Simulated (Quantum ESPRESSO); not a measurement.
# Habitual settings against a tight run: Sb (R-3m, 2 atoms in the cell)

Self-consistent single point.

```
Sb
1.0
    2.20428     1.27264     3.87775
   -2.20428     1.27264     3.87775
    0.00000    -2.54528     3.87775
Sb
2
Direct
  0.26826   0.26826   0.26826
  0.73174   0.73174   0.73174
```

Computed with LDA (PZ), GBRV 1.5 ultrasoft (LDA) pseudopotentials (plane waves; Quantum ESPRESSO 7.5).

Base settings: ecutwfc = 40 Ry; ecutrho = 200 Ry; occupations = smearing; smearing = cold; degauss = 0.0036749 Ry; potentials = {Sb: sb_lda_v1.4.uspp.F.UPF}; K_POINTS = automatic 7 7 7 0 0 0; conv_thr = 1e-10 Ry.

Tight run (finer mesh or higher cutoff; not a proven limit): ecutwfc: 40 Ry → 56 Ry; ecutrho: 200 Ry → 280 Ry; conv_thr: 1e-10 Ry → 7.3e-11 Ry; K_POINTS: automatic 7 7 7 0 0 0 → automatic 10 10 10 0 0 0. It gave Fermi level (on the code's own zero) 8.68 eV; pressure -4.23 GPa; largest force (vector length) 0.146 eV/Å.

Quick runs, as changes from the base:
- A: the base itself
- B: ecutwfc: 40 Ry → 28 Ry; ecutrho: 200 Ry → 140 Ry; conv_thr: 1e-10 Ry → 7.3e-06 Ry; K_POINTS: automatic 7 7 7 0 0 0 → automatic 8 8 8 0 0 0
- C: K_POINTS: automatic 7 7 7 0 0 0 → automatic 4 4 4 0 0 0
- D: ecutwfc: 40 Ry → 28 Ry; ecutrho: 200 Ry → 140 Ry; K_POINTS: automatic 7 7 7 0 0 0 → automatic 4 4 4 0 0 0
- E: ecutwfc: 40 Ry → 25 Ry; pseudopotentials: {Sb: sb_lda_v1.4.uspp.F.UPF} → {Sb: sb_pbe_v1.4.uspp.F.UPF}; K_POINTS: automatic 7 7 7 0 0 0 → automatic 2 2 2 1 1 1; input_dft: default → pbesol [PBEsol]
- F: ecutwfc: 40 Ry → 20 Ry; ecutrho: 200 Ry → 100 Ry; K_POINTS: automatic 7 7 7 0 0 0 → automatic 4 4 4 0 0 0

Dashes: energy of E, another energy zero.

† marks runs with another functional, U, potentials or spin treatment: their distance from the tight run is not a convergence error alone.

The count of work is k-points × plane waves × bands × iterations; it is no time. 

The starting cell comes from a database of computed structures (which also holds hypothetical and non-ambient phases and stackings), without a prior relaxation at this level. Its lattice was rescaled by a random factor within 2.5 % of one. In the base run, with a pressure of about -4 GPa the cell is away from its equilibrium volume at this level.

| run | energy less tight (meV/atom) | pressure less tight (GPa) | largest miss in a force vector (eV/Å) | count of work / tight |
|---|---|---|---|---|
| A | 3.1 | -0.06 | 0.018 | 0.23 |
| B | 1034.8 | -39.33 | 0.043 | 0.13 |
| C | -14.0 | -0.07 | 0.244 | 0.068 |
| D | 1006.4 | -40.13 | 0.245 | 0.040 |
| E† | – | -98.64 | 0.247 | 0.0046 |
| F | 19282.1 | -420.48 | 0.508 | 0.024 |

Among the runs at the tight run's level, the energy misses run from 3.1 to 19282.1 meV/atom.
